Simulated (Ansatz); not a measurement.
The starting structures come from a database of crystals and need not be the phases stable at ambient conditions.

 Where the default PAW files enter, the runs use the earlier of Ansatz's two default sets.

Evanescent states of CdBr2 (R-3m, not sure to be the ambient phase, 3 atoms a cell, 29.1 Å³ an atom) along the normal of (001)

Computed with r2SCAN (plane waves, PAW; Ansatz, an electronic-structure program).

No gap correction and no spin-orbit coupling; mid-gap values are interpolated between computed energies.

Energies count from the valence-band top; κ is the least over a 12×12 mesh across the current.

```
E (eV)  κ (1/Å)  where
------  -------  -----
0.09      0.121  off Γ
0.26      0.173      Γ
0.42      0.197      Γ
0.59      0.215      Γ
0.77      0.229      Γ
0.94      0.239      Γ
1.10      0.247      Γ
1.27      0.252      Γ
1.45      0.255      Γ
1.61      0.256      Γ
1.78      0.254      Γ
1.96      0.251      Γ
2.12      0.245      Γ
2.29      0.236      Γ
2.46      0.225      Γ
2.63      0.211      Γ
2.81      0.192      Γ
2.98      0.167      Γ
3.15      0.133      Γ
3.31      0.077      Γ
```

### Question
How thick must the barrier be to attenuate the transmission by 10^4 when the electrodes' Fermi level lies at 2.63 eV, and what attenuation does that film give at 1.27 eV?

### Answer
d = 4 ln 10 / (2 × 0.211) = 21.8 Å. At 1.27 eV it gives 4 × 0.252/0.211 = 4.8 decades.
